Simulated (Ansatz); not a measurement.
Abridged Ansatz (a first-principles code) output:

```
Relaxation: its limit of steps is 50 (relax.max_steps)
Pseudopotential: Pt, paw, valence charge 18
Pseudopotential: Se, paw, valence charge 16
Crystal: 3 atoms, lattice volume = 62.218 Å³
Basis set: ecut = 500 eV, 1567 PW (Γ), exchange–correlation on 120×120×160 points (64 copies of the dense FFT grid, shifted against one another)
Bands: 30, of which v1, the nominal top of the filled ones, is band 25 counted from 1 (24 counted from 0)
Symmetry: 12 space group operations
k-points: 357 of 3564
Functional: x = r2scan, c = r2scan + rvv10(b = 11.95, C = 0.0093); τ floored in thin density (d = 2e-4 eV/Å³)
SCF iter   1: F=—  HF=-23488.773856 eV  |F-HF|=—  |Δ(HF+E_count)|=         —  Δρ=5.98e-3  dr2=7.47e-3  dr2_τ=5.60e-2  ethr=1.77e-3  ⟨swp⟩=5.5  Hψ=41312  notcnv=0
SCF iter   2: F=—  HF=-23488.811647 eV  |F-HF|=—  |Δ(HF+E_count)|=   3.78e-2  Δρ=3.98e-3  dr2=4.01e-3  dr2_τ=3.70e-4  ethr=1.49e-5  ⟨swp⟩=2.0  Hψ=24208  notcnv=0
SCF 1 converged in 8 iterations: F = -23488.813224 eV  dr2 = 3.87e-8
relax step   1: F+E_penalty+E_count = -23488.81322388 eV  Δ(F+E_penalty+E_count) = +0.000e0 eV  max|allowed force component| = 1.036e-1 eV/Å  Δτ_max = 0.0000 Å  P = +1.771 GPa  Ω = 62.218 Å³  fix = [a, b, gamma]  reactions: a +2.154, b +2.154 GPa  (8 SCF iters, dr2 threshold 1.00e-7 eV, accepted)
[... steps on the carried basis left out ...]
relax step   5: F+E_penalty+E_count = -23488.81507012 eV  Δ(F+E_penalty+E_count) = +2.614e-6 eV  max|allowed force component| = 6.838e-5 eV/Å  Δτ_max = 0.0007 Å  P = +0.788 GPa  Ω = 63.198 Å³  energy of the carried Pulay correction = -1.418e-4 eV  fix = [a, b, gamma]  reactions: a +1.180, b +1.180 GPa  (5 SCF iters, dr2 threshold 3.53e-9 eV, accepted)
Crystal: 3 atoms, lattice volume = 63.198 Å³
SCF iter   1: F=—  HF=-23488.815164 eV  |F-HF|=—  |Δ(HF+E_count)|=         —  Δρ=1.32e-4  dr2=2.95e-7  dr2_τ=7.36e-7  ethr=7.99e-8  ⟨swp⟩=3.2  Hψ=71760  notcnv=0
SCF iter   2: F=—  HF=-23488.815213 eV  |F-HF|=—  |Δ(HF+E_count)|=   4.96e-5  Δρ=6.69e-5  dr2=7.40e-8  dr2_τ=9.45e-7  ethr=5.90e-10  ⟨swp⟩=2.0  Hψ=14946  notcnv=0
SCF 6 converged in 8 iterations: F = -23488.815223 eV  dr2 = 2.83e-13
SCF converged after 8 iterations
Free energy (F): -23488.815223 eV
Internal energy: -23488.802850 eV  (E = F + TS)
E sigma→0 (E₀):  -23488.809036 eV
Entropy (-TS):   -0.012373 eV (-4.124 meV/atom)
Fermi energy:    12.328765 eV
--- Forces (eV/Å), atoms counted from 1 ---
  atom   1  Pt     0.00000000    -0.00000000     0.00000000
  atom   2  Se     0.00000000     0.00000000    -0.00011122
  atom   3  Se    -0.00000000    -0.00000000     0.00011122
--- Stress (GPa, compression-positive) ---
        1.181323      -0.000000      -0.000000
       -0.000000       1.181323       0.000000
       -0.000000       0.000000       0.007759
  P = ⅓ Tr σ = 0.7901 GPa (7.901 kbar)
--- Relaxed structure (5 steps of the walk, 5 accepted, 1 SCFs on fresh bases) ---
  cell:  # Å, volume = 63.1984 Å³
    - [3.7075354507860334, 6.742538541566805e-95, 7.490205264599057e-18]
    - [1.8537677253930167, 3.2108198858120955, 3.745102632299527e-18]
    - [1.0558986651432078e-17, -2.7099801053212978e-33, 5.308899636415223]
  atoms:
    - { symbol: Pt, position: [-5.055640004568897e-34, 9.072352683990346e-34, -5.531783462894809e-20] }
    - { symbol: Se, position: [0.6666666666666667, 0.6666666666666666, 0.24691691294645043] }
    - { symbol: Se, position: [0.33333333333333337, 0.3333333333333333, 0.7530830870535495] }
```

Question: What was computed, and what are the main results?

Answer: PtSe2, 3 atoms in the cell, with r2SCAN+rVV10/PAW in Ansatz, no spin-orbit coupling. The last SCF converged to F = -23488.815223 eV, or -7829.6051 eV per atom, at a pressure of 0.79 GPa. The total energy compares only with runs of the same code, potentials and settings.

Spin-orbit coupling, missing from the scalar runs, can matter with Pt. The cells carry an imposed strain or load. Whether these cells are dynamically stable was not tested. The final runs are not spin-polarised. The cell was made from PtSe₂ in the CdI2 type structure (space group P-3m1, No. 164; layered, stacked along the Cartesian z axis) by this change: biaxial strain −0.74 %, plane normal [001], relaxed out of plane.

Keys are those of Ansatz 0.2.
